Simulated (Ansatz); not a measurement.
A user runs Ansatz (a quantum-chemistry and plane-wave program) on Mn2SnS4 (P2/m, 7 atoms in the cell) and asks whether the run is sound. The aim is a self-consistent single point with DFT, LDA (PW92), plane waves, default PAW files made with PBE.

Cell that was meant: a = 6.0687 Å, b = 3.5621 Å, c = 6.6597 Å, α = 90.00°, β = 106.69°, γ = 90.00°.

Part of the input:

Ansatz 0.2 input:
```yaml
    - [0.00000000, 3.56206700, 0.00000000]
    - [-1.91242000, 0.00000000, 6.37920200]
  atoms:
    - { symbol: Mn, position: [0.50000000, 0.00000000, 0.50000000] }
    - { symbol: Mn, position: [0.00000000, 0.50000000, 0.50000000] }
    - { symbol: Sn, position: [0.00000000, 0.00000000, 0.00000000] }
    - { symbol: S, position: [0.22512000, 0.00000000, 0.69869000] }
    - { symbol: S, position: [0.77488000, 0.00000000, 0.30131000] }
[...]
  xc: lda
  pseudopotentials:
    kind: paw
scf:
  occupations:
    method: cold
    width: 0.272
```

Log, with long lists cut:

```
WARN basis.ecutwfc = 420 eV, the default
WARN ansatz: RAYON_NUM_THREADS=1 ignored (pool sized by the plan → 1); use --threads N
   [... lines left out ...]
PAW frozen core: S, regenerated for the run's functional, and the local potential with it
Initial density: superposition of atomic densities (neutral atoms: chi_scale 0, normalization atom), corrected by the library's trained network
Initial wavefunctions: pseudopotential atomic-orbital guess
Eigensolver: davidson
Functional: x = slater, c = lda
SCF iter   1: F=—  HF=-17041.397761 eV  |F-HF|=—  |Δ(HF+E_count)|=         —  Δρ=1.16e-2  dr2=2.51e-1  ethr=1.77e-3  ⟨swp⟩=5.9  Hψ=2274  notcnv=0
all-band conjugate gradients solve this SCF's bands
preconditioner: auto → LDOS
SCF iter   2: F=—  HF=-17041.395394 eV  |F-HF|=—  |Δ(HF+E_count)|=   2.37e-3  S|Δr|=    0.00e0  Δρ=1.78e-2  dr2=3.01e-1  ethr=3.69e-4  ⟨swp⟩=2.4  Hψ=1245  notcnv=0
   [... lines left out ...]
SCF iter   9: F=—  HF=-17041.369157 eV  |F-HF|=—  |Δ(HF+E_count)|=   8.75e-7  S|Δr|=    0.00e0  Δρ=3.54e-5  dr2=1.80e-6  ethr=1.37e-8  ⟨swp⟩=1.0  Hψ=614  notcnv=0
SCF iter  10: F=—  HF=-17041.369157 eV  |F-HF|=—  |Δ(HF+E_count)|=   1.42e-7  S|Δr|=    0.00e0  Δρ=1.80e-5  dr2=2.11e-7  ethr=2.64e-9  ⟨swp⟩=1.1  Hψ=615  notcnv=0
SCF iter  11: F=-17041.369157 eV  HF=-17041.369157 eV  |F-HF|=2.58e-9  |Δ(HF+E_count)|=   2.63e-8  S|Δr|=    0.00e0  Δρ=4.76e-6  dr2=1.42e-8  ethr=1.47e-10  ⟨swp⟩=4.3  Hψ=2190  notcnv=0
SCF 1 converged in 11 iterations: F = -17041.369157 eV  dr2 = 1.42e-8
Stability not checked (fill_not_monotonic)
Free energy (F): -17041.369157 eV
Internal energy: -17041.250321 eV  (E = F + TS)
E sigma→0 (E₀):  -17041.329545 eV
Entropy (-TS):   -0.118836 eV (-16.977 meV/atom)
Fermi energy:    8.417034 eV
--- Forces (eV/Å), atoms counted from 1 ---
  atom   1  Mn     0.00000000     0.00000000    -0.00000000
  atom   2  Mn     0.00000000     0.00000000    -0.00000000
  atom   3  Sn     0.00000000     0.00000000     0.00000000
   [... lines left out ...]
  atom   7  S     -0.06079868     0.00000000    -1.54937368
--- Stress (GPa, compression-positive) ---
      -14.583260       0.000000       0.413437
        0.000000     -13.339229       0.000000
        0.413435       0.000000     -10.742243
  P = ⅓ Tr σ = -12.8882 GPa (-128.882 kbar)
  The stress holds the Pulay correction. Without it, at fixed plane waves, as pw.x and ABINIT print it: P = -12.9151 GPa
```

Q: Is anything amiss in this input, and did it matter?

A: The run is not sound. The fault is no spin polarisation for a cell with magnetic atoms. A run without spin cannot form moments, so any exchange energy of the magnetic state is missed. To fix it, switch spin polarisation on and give starting moments. The run converged in 11 iterations without an error; against the sound input the free energy rises by 238 meV/atom, the pressure goes from -5.51 to -12.89 GPa, the largest force goes from 0.501 to 1.551 eV/Å and the net moment of 0.95 μB/atom is absent without spin.

The sound input it was made from differs as follows (other fixes are possible):
```diff
-    - { symbol: Mn, position: [0.50000000, 0.00000000, 0.50000000] }
-    - { symbol: Mn, position: [0.00000000, 0.50000000, 0.50000000] }
+    - { symbol: Mn, position: [0.50000000, 0.00000000, 0.50000000], spin: 4.0 }
+    - { symbol: Mn, position: [0.00000000, 0.50000000, 0.50000000], spin: 4.0 }
+magnetization:
+  spin_polarized: true
```

With that input, the run converged in 33 iterations: free energy E − TS (on the zero of these files) -17043.0353 eV; Fermi level (on the code's own zero) 8.74 eV; pressure -5.51 GPa; largest force (vector length) 0.501 eV/Å; size of the cell's spin moment 6.62 μB (DFT, LDA (PW92), plane waves, default PAW files made with PBE).

On the sound input: the starting cell comes from a database of computed structures (which also holds hypothetical and non-ambient phases and stackings), without a prior relaxation at this level. Its lattice was rescaled by a random factor within 2.5 % of one. The magnetic order is the one reached from the typed start; others were not searched systematically. With a pressure of about -6 GPa the cell is away from its equilibrium volume at this level. Ansatz's pressure includes its estimate of the finite-basis (Pulay) stress. Without a gap this mesh is coarse (it stands for a supercell whose shortest vector is 18 Å).
